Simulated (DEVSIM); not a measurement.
Device: abrupt Ge n-p junction, at 300 K.

Layer 1 from the left is Ge, thickness (μm) 0.770, Nd (cm⁻³) 2.3e16, τn (s) 3.4e-5, τp (s) 3.4e-5. Layer 2 from the left is Ge, thickness (μm) 0.590, Na (cm⁻³) 1.1e16, τn (s) 3.4e-5, τp (s) 3.4e-5.

Left contact: ohmic. Right contact: ohmic. Voltage is applied to the left contact. Recombination: SRH at mid-gap, Auger. Mobility is μmin + (μ − μmin)/(1 + (N/Nref)^α).

This is a model device: material constants are rounded textbook-type values typed into the input, and sizes, dopings and lifetimes were drawn at random. Values at 300 K.

Ge: gap (eV) 0.664, affinity (eV) 4, permittivity 16, Nc (cm⁻³) 1.04e19, Nv (cm⁻³) 6e18, μn (cm²/Vs) 3900, μp (cm²/Vs) 1900, μn,min 150, μp,min 100, Nref,n 2.6e17, Nref,p 4e17, αn 0.56, αp 0.6, Cn (cm⁶/s) 1e-31, Cp (cm⁶/s) 1e-31.

Model (solved in DEVSIM): 1D drift-diffusion, Boltzmann statistics, complete ionisation; no tunnelling, impact ionisation, image-force lowering or self-heating.

**Question.** What does the simulation give for the largest field in the device at zero bias, the dark forward voltage at 100 A/cm², the dark forward voltage at 1 A/cm²?

**Answer.** largest field in the device at zero bias 22000 V/cm; dark forward voltage at 100 A/cm² 0.234 V; dark forward voltage at 1 A/cm² 0.111 V.
